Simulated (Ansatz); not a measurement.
# GaSb (model structure, started from the rocksalt type, Fm-3m, No. 225, 2 atoms in the cell): properties by level of theory

```
level (code)           lattice constant a (Å)  cohesive energy (eV/atom)
---------------------  ----------------------  -------------------------
LDA (Ansatz)                                ?                       3.52
PBE (Ansatz)                            5.799                       2.62
PBEsol (Ansatz)                         5.697                          ?
PBE-D3(BJ) (Ansatz)                     5.710                          ?
r²SCAN (Ansatz)                         5.740                       2.63
r²SCAN+rVV10 (Ansatz)                   5.713                       2.87
```

### Question
Complete the blanks.

### Answer

- LDA (Ansatz, a program for electronic structure), lattice constant a (Å): 5.647
- PBEsol (Ansatz), cohesive energy (eV/atom): 3.06
- PBE-D3(BJ) (Ansatz), cohesive energy (eV/atom): 3.02

Ansatz's density-functional and Hartree–Fock values are scalar-relativistic unless marked +SOC, with PAW data made under PBE.

Free atoms are spin-polarised, in the lowest state found; at levels without +SOC their spin–orbit coupling is left out.

Computed values are for the static lattice.

A model structure was made by putting elements into a prototype or built by hand; it is no filed structure, need not be a known phase, and can be a saddle point held by its symmetry.
